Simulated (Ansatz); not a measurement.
System: AgGa (Pm-3m, No. 221, 2 atoms in the cell; start mp-11478). Method: LDA in Ansatz (plane waves, PAW).

Run with plane-wave cutoff 520 eV, 16×16×16 k mesh, Fermi–Dirac smearing 0.05 eV, no spin polarisation, scalar-relativistic PAW data made under PBE.

Cell (relaxed at this level):

Space group Pm-3m (No. 221); a = b = c = 3.189 Å, α = β = γ = 90.00°

```
atom  site  symmetry       x       y       z
----  ----  --------  ------  ------  ------
Ga      1b      m-3m  0.5000  0.5000  0.5000
Ag      1a      m-3m  0.0000  0.0000  0.0000
```

Problem. Estimate the bulk modulus B0 that the calculation returns.

Solution. 
- bulk modulus B0: 94.7 GPa

The run finds no gap.

Note: the bulk modulus is −V dP/dV from two relaxed cells at ±2 % in volume; the relaxation could not lower the start's symmetry, so the cell can be a saddle point above a distorted one.

The computed numbers hold no vibrational or temperature effects.

A start named mp-… is a Materials Project structure, which need not be a measured phase.

Ansatz is an electronic-structure program.
